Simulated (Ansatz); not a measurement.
The structure below was relaxed with r2SCAN (Ansatz, a first-principles code), spin-orbit coupling left out, at pressure 30 GPa.

Space group Fm-3m (No. 225); a = b = c = 4.522 Å, α = β = γ = 90.00°

| atom | site | symmetry | x | y | z |
|---|---|---|---|---|---|
| O | 4a | m-3m | 0.0000 | 0.0000 | 0.0000 |
| Ca | 4b | m-3m | 0.5000 | 0.5000 | 0.5000 |

Task: Write out a cell with all atoms.

Result: 
```
CaO
1.0
    4.52249     0.00000     0.00000
    0.00000     4.52249     0.00000
    0.00000     0.00000     4.52249
O Ca
4 4
Direct
  0.00000   0.00000   0.00000
  0.00000   0.50000   0.50000
  0.50000   0.00000   0.50000
  0.50000   0.50000   0.00000
  0.50000   0.00000   0.00000
  0.50000   0.50000   0.50000
  0.00000   0.00000   0.50000
  0.00000   0.50000   0.00000
```
This is the conventional cell.

Load acts through the strain it causes; cell and atoms are relaxed under it. Whether these cells are dynamically stable was not tested. Competing high-pressure phases were not computed. The cell was made from CaO in the rock salt structure (space group Fm-3m, No. 225) by this change: pressure 30 GPa.
